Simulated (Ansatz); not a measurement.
Consider the following.

```
C
1.0
    0.00000     1.78500     1.78500
    1.78500     0.00000     1.78500
    1.78500     1.78500     0.00000
C
2
Direct
  0.00000   0.00000   0.00000
  0.25000   0.25000   0.25000
```

These are LDA, finite-displacement electron-phonon coupling, linearised Boltzmann equation (plane waves, PAW, scalar-relativistic; Ansatz, a program for electronic structure) values and carry that method's errors. Condition of this run: measured lattice constant, not relaxed. How the cell was made: cell at a tabulated measured lattice constant.

Problem. Predict the intrinsic electron mobility at 300 K.

Solution. 1550 cm²/(V·s).

Scattering by harmonic phonons alone: no impurities, screening or carrier-carrier scattering, bands fixed at 0 K. From a coarser fine mesh the values given move by up to 8 %. The mesh was bound by memory.
